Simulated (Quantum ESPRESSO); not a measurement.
Short convergence ladders for Mg (P6_3/mmc, 2 atoms in the cell)

```yaml
crystal:
  lattice:
    - [3.20037, 0.00000, 0.00000]
    - [-1.60018, 2.77160, 0.00000]
    - [0.00000, 0.00000, 5.19437]
  atoms:
    - { symbol: Mg, position: [0.33333, 0.66667, 0.25000] }
    - { symbol: Mg, position: [0.66667, 0.33333, 0.75000] }
```

Base method: LDA (PZ), GBRV 1.5 ultrasoft (LDA) pseudopotentials (plane waves; Quantum ESPRESSO).

Base settings: ecutwfc = 40 Ry; ecutrho = 200 Ry; occupations = smearing; smearing = fermi-dirac; degauss = 0.0073499 Ry; potentials = {Mg: mg_lda_v1.4.uspp.F.UPF}; K_POINTS = automatic 10 10 6 0 0 0; conv_thr = 1e-09 Ry; mixing_beta = 0.3.

The count of work is k-points × plane waves × bands × iterations; it is no time. Core times come from one kind of shared machine, to one figure; runs under 30 s give none.

**Zone-centre phonons against the cutoff**

In this ladder: ph.x.tr2_ph = 1e-14; ph.x.fildyn = dyn.G; dynmat.x.fildyn = dyn.G; dynmat.x.asr = simple. Moved along: ecutrho.

The mesh stays at the base's, so the ladder's end is converged at best in this setting alone.

Frequencies are those of the unrelaxed cell, without the LO-TO term of polar crystals.

Only quantities that move along the ladder and can be compared are tabulated.

```tsv
ecutwfc	highest zone-centre frequency (cm⁻¹)
20 Ry	227.7
24 Ry	236.7
28 Ry	233.7
34 Ry	234.2
40 Ry	234.2
48 Ry	233.2
60 Ry	233.1
```

Coarsest ecutwfc that holds the highest zone-centre frequency within 5 cm⁻¹ of the last step, with all finer ones: 24 Ry; the step before is off by 5.4 cm⁻¹.

**The size of a vacancy's supercell**

On Mg (P6_3/mmc, 4 atoms in the cell), and larger cells.

Steps: 2 x 1 x 1 supercell, one Mg atom taken out, nothing relaxed; 2 x 2 x 1 supercell, one Mg atom taken out, nothing relaxed; and so on, with the mesh thinned in proportion.

Only quantities that move along the ladder and can be compared are tabulated.

```csv
atoms,unrelaxed vacancy energy (eV),count of work / last,core time / last (rough)
4,0.884,0.46,0.4
8,0.962,0.45,0.4
16,0.908,1.0,1
```

Smallest size that holds the unrelaxed vacancy energy within 0.05 eV: not settled: the last two steps still differ by 0.054 eV, over half the tolerance, so the ladder does not show it.

On the base run: the starting cell has typed, rounded lattice constants, without a prior relaxation at this level. Its lattice was rescaled by up to half a per cent.
